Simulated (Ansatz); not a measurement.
Base system: ZnGeP$_{2}$ in the chalcopyrite structure (space group I-42d, No. 122; a = 5.3740 Å, c = 10.6255 Å). Axes: x, y, z lie along a, b, c of the conventional cell.

The values are results of LDA (Ansatz, an electronic-structure program), no spin-orbit coupling, not measurements.

Strains are applied to the cell and any free atomic positions relax; under biaxial strain the out-of-plane vector relaxes too.

One change was made to it. Results:

```json
[
 {"quantity": "valence-band top at Γ (three highest levels, from the VBM)", "base": "0.00, -0.07, -0.07 eV", "after": "0.00, 0.00, -0.20 eV"},
 {"quantity": "band gap", "base": "1.00 eV", "after": "0.85 eV"},
 {"quantity": "smallest direct gap", "base": "1.18 eV", "after": "1.31 eV"}
]
```

Question: What was done to the base?
A) biaxial strain −0.75 %, plane normal [001], relaxed out of plane
B) biaxial strain −1.50 %, plane normal [001], relaxed out of plane
C) biaxial strain −2.25 %, plane normal [001], relaxed out of plane
D) biaxial strain −3.00 %, plane normal [001], relaxed out of plane

Answer: C, biaxial strain −2.25 %, plane normal [001], relaxed out of plane. For comparison, the band gap in the other runs: biaxial strain −0.75 %, plane normal [001], relaxed out of plane gives 1.00 eV; biaxial strain −3.00 %, plane normal [001], relaxed out of plane gives 0.77 eV; biaxial strain −1.50 %, plane normal [001], relaxed out of plane gives 0.93 eV.

No phonon test of stability was made.
